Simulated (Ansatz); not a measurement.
Cubic perovskite BaHfO3 was calculated with r²SCAN in Ansatz (plane waves, PAW).

Run with plane-wave cutoff 600 eV, 6×6×6 k mesh, finite displacements, scalar-relativistic PAW data made under PBE.

The cell has the measured lattice parameters. Conventional cell: a = 4.1710 Å, b = 4.1710 Å, c = 4.1710 Å, α = 90.00°, β = 90.00°, γ = 90.00°.

Harmonic phonon frequencies (cm⁻¹; i marks an imaginary mode; at Γ without the LO shift):

| q point | frequencies |
|---|---|
| Γ | 0 0 0 112 112 112 197 197 197 218 218 218 524 524 524 |

Note: the cell isn't this level's own, so it is under some stress, which shifts stiffness and frequencies.

Ansatz is an electronic-structure program.
